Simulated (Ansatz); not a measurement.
Pd: response to strain

The reference is Pd in the fcc (Cu type) structure (space group Fm-3m, No. 225; a = 3.9104 Å; relaxed with 0.1 eV smearing). Axes: x, y, z lie along the cube axes.

Strains are applied to the cell and any free atomic positions relax.

All numbers come from plane-wave PAW DFT at the r2SCAN level (Ansatz, a quantum-chemistry and plane-wave program, 500 eV), scalar-relativistic without spin-orbit coupling.

Notes on the quantities. pressure: mean of the normal stresses, compression positive; energy relative to the base: free energy F.

```tsv
variant	volume per atom	pressure	energy relative to the base
base	14.95 Å³	0.0 GPa	0 meV/atom
uniaxial strain ε_zz = +0.50 %	15.02 Å³	-0.9 GPa	+0.2 meV/atom
uniaxial strain ε_zz = +1.00 %	15.10 Å³	-1.8 GPa	+1.0 meV/atom
uniaxial strain ε_zz = +1.50 %	15.17 Å³	-2.6 GPa	+2.2 meV/atom
uniaxial strain ε_zz = +2.00 %	15.25 Å³	-3.4 GPa	+3.9 meV/atom
uniaxial strain ε_zz = +2.50 %	15.32 Å³	-4.2 GPa	+6.0 meV/atom
uniaxial strain ε_zz = +3.00 %	15.40 Å³	-4.9 GPa	+8.5 meV/atom
```

No phonon test of stability was made. All final runs are without spin polarisation. Pd lies near a magnetic instability that expansion can trigger; it was not tested. Pd has a high density of states at the Fermi level and may be magnetic at this level.
